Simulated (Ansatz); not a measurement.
Some atoms of an NVE trajectory of composition Si2Mo, cell Si32Mo16, brought to this temperature after a much hotter stage [in the run: it was liquid; mean temperature 2860 K (target 2880 K); density 4.93 g/cm³; mean pressure 1.9 GPa against a target of 0]; time step 1.5 fs, velocity Verlet. Method: PBE (plane waves, PAW; Ansatz, an electronic-structure program). On the run's last frame a denser k-mesh moved the forces by 0.083 eV/Å rms, the static pressure by -0.05 GPa and the free energy by 0 meV/atom, which is about how far such values are converged.

```json
[
 {"atom": "Si19", "mass (u)": "28.085", "x y z (Å)": "-1.74892 1.55703 -0.67259", "v (Å/fs)": "-0.000551 -0.006647 -0.003009", "F (eV/Å)": "3.5841 -2.3529 -2.8353"},
 {"atom": "Si28", "mass (u)": "28.085", "x y z (Å)": "5.09074 9.91273 1.82073", "v (Å/fs)": "-0.000986 0.013383 0.007758", "F (eV/Å)": "-0.0874 -1.8803 1.1437"},
 {"atom": "Si31", "mass (u)": "28.085", "x y z (Å)": "4.53657 4.93947 -0.12038", "v (Å/fs)": "0.003357 0.009168 0.002638", "F (eV/Å)": "1.4785 0.6948 -0.5814"},
 {"atom": "Si47", "mass (u)": "28.085", "x y z (Å)": "7.47190 5.10533 -1.91157", "v (Å/fs)": "-0.006304 0.008189 0.013067", "F (eV/Å)": "-0.7023 -1.4249 1.9639"}
]
```

**Question.** Give their positions one step later.

**Answer.** x' = x + vΔt + FΔt²/(2m), with 1 eV/(Å·u) = 0.0096485 Å/fs².
```csv
atom,x' y' z' (Å)
Si19,-1.74836 1.54615 -0.67820
Si28,5.08923 9.93208 1.83281
Si31,4.54218 4.95349 -0.11665
Si47,7.46217 5.11706 -1.89121
```
